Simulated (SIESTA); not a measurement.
Band structure of LaSnPt (Pnma, 12 atoms in the cell).

```xyz
12
Lattice="7.5793 0.0000 0.0000 0.0000 4.6419 0.0000 0.0000 0.0000 8.0458" Properties=species:S:1:pos:R:3 pbc="T T T"
La     3.6641     3.4815     6.4902
La     3.9151     1.1605     1.5556
La     0.1255     1.1605     2.4673
La     7.4538     3.4815     5.5785
Sn     5.0946     1.1605     4.6876
Sn     2.4847     3.4815     3.3582
Sn     6.2743     3.4815     0.6647
Sn     1.3049     1.1605     7.3810
Pt     6.0005     1.1605     7.3011
Pt     1.5788     3.4815     0.7447
Pt     5.3684     3.4815     3.2782
Pt     2.2109     1.1605     4.7676
```

Level of theory: GGA PBEsol with spin-orbit coupling, numerical atomic orbitals DZP, PseudoDojo PBEsol fully relativistic norm-conserving potentials (rewritten from UPF to PSML) (SIESTA).

Settings: XC.functional = GGA; XC.authors = PBEsol; potentials = PseudoDojo PBEsol fully relativistic; PAO.BasisSize = DZP; PAO.EnergyShift = 0.01 Ry; MeshCutoff = 350 Ry; kgrid.MonkhorstPack = 4 6 4; OccupationFunction = FD; ElectronicTemperature = 100 meV; Spin = spin-orbit; MaxSCFIterations = 150; SCF.Mixer.Method = Pulay; SCF.Mixer.Weight = 0.25; SCF.Mixer.History = 8.

The starting cell comes from a database of computed structures (which also holds hypothetical and non-ambient phases and stackings), without a prior relaxation at this level. Values carry the incompleteness of an atom-centred basis.

Levels in eV from the Fermi level, bands 169 to 174:
```json
[
 {"point": "Γ", "169": "0.25", "170": "0.25", "171": "0.65", "172": "0.65", "173": "0.70", "174": "0.70"},
 {"point": "X", "169": "-0.43", "170": "-0.43", "171": "-0.43", "172": "-0.43", "173": "-0.24", "174": "-0.24"},
 {"point": "S", "169": "-0.30", "170": "-0.30", "171": "-0.30", "172": "-0.30", "173": "-0.24", "174": "-0.24"},
 {"point": "Y", "169": "0.42", "170": "0.42", "171": "0.42", "172": "0.42", "173": "0.67", "174": "0.67"},
 {"point": "Z", "169": "-0.06", "170": "-0.06", "171": "-0.06", "172": "-0.06", "173": "0.26", "174": "0.26"},
 {"point": "U", "169": "-0.52", "170": "-0.52", "171": "-0.52", "172": "-0.52", "173": "-0.47", "174": "-0.47"},
 {"point": "R", "169": "-0.14", "170": "-0.14", "171": "-0.14", "172": "-0.14", "173": "-0.09", "174": "-0.09"},
 {"point": "T", "169": "0.30", "170": "0.30", "171": "0.30", "172": "0.30", "173": "0.58", "174": "0.58"}
]
```

Bands cross the Fermi level along this path, so the cell is metallic at this level.

Higher empty bands are left out: an atom-centred basis made for the valence describes them poorly.

The net moment of the cell came out as 0.00 μB.
